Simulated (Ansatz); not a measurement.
# Effect of uniaxial strain ε_yy = −0.16 % on MgO

Base system: MgO in the rock salt structure (space group Fm-3m, No. 225; a = 4.2044 Å). Axes: x, y, z lie along the cube axes.

The change: the cell is compressed by 0.16 % along y with no lateral relaxation, atoms relaxed at fixed cell.

Method: Ansatz (a quantum-chemistry and plane-wave program) r2SCAN, without spin-orbit coupling. k-mesh 13×13×13 (Γ-centred); smearing 0.05 eV (Fermi–Dirac).

| quantity | base | changed | shift |
|---|---|---|---|
| space group | Fm-3m (No. 225) | I4/mmm (No. 139) | – |
| shortest interatomic distance | 2.102 Å | 2.099 Å | -0.003 Å |
| energy relative to the base (free energy F) | 0 meV/atom | 0.0 meV/atom | 0.0 meV/atom |
| band gap | 5.68 eV | 5.70 eV | +0.02 eV |
| gap character | direct at Γ | direct at Γ | – |
| electron mass | 0.36 mₑ (at Γ) | 0.36 mₑ (at Γ) | – |
| stress (xx, yy, zz, yz, xz, xy; compression positive) | – | (0.16, 0.51, 0.16, 0.00, 0.00, 0.00) GPa | – |

Final structure:

```xyz
2
Lattice="0.0000 2.0988 2.1022 2.1022 0.0000 2.1022 2.1022 2.0988 0.0000" Properties=species:S:1:pos:R:3 pbc="T T T"
O      0.0000     0.0000     0.0000
Mg     2.1022     2.0988     2.1022
```

Effective masses come from finite differences of ±0.01 Å⁻¹. Whether these cells are dynamically stable was not tested. k-point labels follow each cell's own Brillouin zone.
